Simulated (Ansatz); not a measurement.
# A computed series for TiAl2O5: pressure series

The reference is TiAl2O5 (space group Cmcm, No. 63; a cell from a computed database, its experimental status unchecked).

```yaml
crystal:
  lattice:
    - [1.80184, -4.68016, 0.00000]
    - [1.80184, 4.68016, 0.00000]
    - [0.00000, 0.00000, 9.64179]
  atoms:
    - { symbol: Ti, position: [0.31510, 0.68490, 0.25000] }
    - { symbol: Ti, position: [0.68490, 0.31510, 0.75000] }
    - { symbol: Al, position: [0.35923, 0.64077, 0.94385] }
    - { symbol: Al, position: [0.64077, 0.35923, 0.05615] }
    - { symbol: Al, position: [0.64077, 0.35923, 0.44385] }
    - { symbol: Al, position: [0.35923, 0.64077, 0.55615] }
    - { symbol: O, position: [0.18765, 0.81235, 0.06675] }
    - { symbol: O, position: [0.81235, 0.18765, 0.93325] }
    - { symbol: O, position: [0.81235, 0.18765, 0.56675] }
    - { symbol: O, position: [0.18765, 0.81235, 0.43325] }
    - { symbol: O, position: [0.45532, 0.54468, 0.11761] }
    - { symbol: O, position: [0.54468, 0.45532, 0.88239] }
    - { symbol: O, position: [0.54468, 0.45532, 0.61761] }
    - { symbol: O, position: [0.45532, 0.54468, 0.38239] }
    - { symbol: O, position: [0.73578, 0.26422, 0.25000] }
    - { symbol: O, position: [0.26422, 0.73578, 0.75000] }
```

Cell and atoms are relaxed at each pressure.

Computed with PBEsol, PAW, 420 eV (Ansatz, a program for electronic structure; no spin-orbit coupling).

Notes on the quantities. enthalpy: H = E + PV relative to the base's energy.

```json
[
 {"case": "base", "volume per atom": "10.16 Å³", "width of the top valence band": "0.65 eV", "enthalpy": "–", "smallest direct gap": "3.30 eV"},
 {"case": "pressure −2 GPa", "volume per atom": "10.27 Å³", "width of the top valence band": "?", "enthalpy": "-0.13 eV/atom", "smallest direct gap": "3.30 eV"},
 {"case": "pressure −1 GPa", "volume per atom": "10.22 Å³", "width of the top valence band": "0.63 eV", "enthalpy": "-0.06 eV/atom", "smallest direct gap": "3.30 eV"},
 {"case": "pressure 0.3 GPa", "volume per atom": "10.15 Å³", "width of the top valence band": "0.65 eV", "enthalpy": "+0.02 eV/atom", "smallest direct gap": "3.30 eV"},
 {"case": "pressure 0.7 GPa", "volume per atom": "10.13 Å³", "width of the top valence band": "0.66 eV", "enthalpy": "+0.04 eV/atom", "smallest direct gap": "3.30 eV"},
 {"case": "pressure 1.5 GPa", "volume per atom": "10.09 Å³", "width of the top valence band": "0.67 eV", "enthalpy": "+0.09 eV/atom", "smallest direct gap": "3.30 eV"},
 {"case": "pressure 3 GPa", "volume per atom": "?", "width of the top valence band": "?", "enthalpy": "+0.19 eV/atom", "smallest direct gap": "3.30 eV"},
 {"case": "pressure 5 GPa", "volume per atom": "9.92 Å³", "width of the top valence band": "0.73 eV", "enthalpy": "+0.31 eV/atom", "smallest direct gap": "3.31 eV"},
 {"case": "pressure 7.5 GPa", "volume per atom": "9.80 Å³", "width of the top valence band": "0.76 eV", "enthalpy": "+0.47 eV/atom", "smallest direct gap": "3.31 eV"},
 {"case": "pressure 10 GPa", "volume per atom": "9.69 Å³", "width of the top valence band": "?", "enthalpy": "+0.62 eV/atom", "smallest direct gap": "3.31 eV"}
]
```

### Question
What belongs in the blanks?

### Answer

- pressure −2 GPa, width of the top valence band: 0.61 eV
- pressure 3 GPa, volume per atom: 10.01 Å³
- pressure 3 GPa, width of the top valence band: 0.70 eV
- pressure 10 GPa, width of the top valence band: 0.79 eV

Load acts through the strain it causes; cell and atoms are relaxed under it. Whether these cells are dynamically stable was not tested. No other phases were tried under pressure. All final runs are without spin polarisation.
